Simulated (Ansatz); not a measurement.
Start from ZnS in the zinc blende structure (space group F-43m, No. 216).

```
CELL_PARAMETERS angstrom
      0.00000     2.72172     2.72172
      2.72172     0.00000     2.72172
      2.72172     2.72172     0.00000
ATOMIC_POSITIONS crystal
  S  0.75000 0.75000 0.75000
  Zn 0.00000 0.00000 0.00000
```

Levels (all Ansatz, a quantum-chemistry and plane-wave program, PAW): PBE (420 eV, no spin-orbit coupling); r2SCAN (500 eV, no spin-orbit coupling); HSE06 (420 eV, no spin-orbit coupling); PBE+SOC (420 eV, spin-orbit coupling included).

One geometry, relaxed with PBE, under each level:

Notes on the quantities. hole mass: degenerate bands, along [100].

The valence-band top lists the three highest levels at Γ (Kramers pairs under SOC), from the VBM.

| level | band gap | lowest conduction level above the VBM at special points | valence-band top at Γ | electron mass | hole mass | pressure |
|---|---|---|---|---|---|---|
| PBE | 2.02 eV | Γ 2.02 eV; L 3.26 eV; X 3.45 eV; U 4.14 eV | 0.00, 0.00, 0.00 eV | 0.17 mₑ (at Γ) | 0.18, 0.72, 0.72 mₑ (at Γ) | 0.01 GPa |
| r2SCAN | 2.57 eV | Γ 2.57 eV; L 3.76 eV; X 3.77 eV; U 4.52 eV | – | 0.19 mₑ (at Γ) | 0.21, 0.71, 0.71 mₑ (at Γ) | -2.22 GPa |
| HSE06 | ? | ? | – | – | – | – |
| PBE+SOC | 1.99 eV | Γ 1.99 eV; L 3.24 eV; X 3.43 eV; U 4.12 eV | 0.00, 0.00, -0.06 eV | 0.17 mₑ (at Γ) | 0.23, 0.76 mₑ (at Γ) | -0.01 GPa |

### Question
Give the withheld HSE06 results.

### Answer

- HSE06, band gap: 3.23 eV
- HSE06, lowest conduction level above the VBM at special points: Γ 3.23 eV; L 4.51 eV; X 4.43 eV

Single points use the geometry relaxed with PBE. Their cutoffs differ, which shifts pressures a little. The spin-orbit shifts are approximate. Effective masses come from finite differences of ±0.01 Å⁻¹. Stability against distortions was not tested.
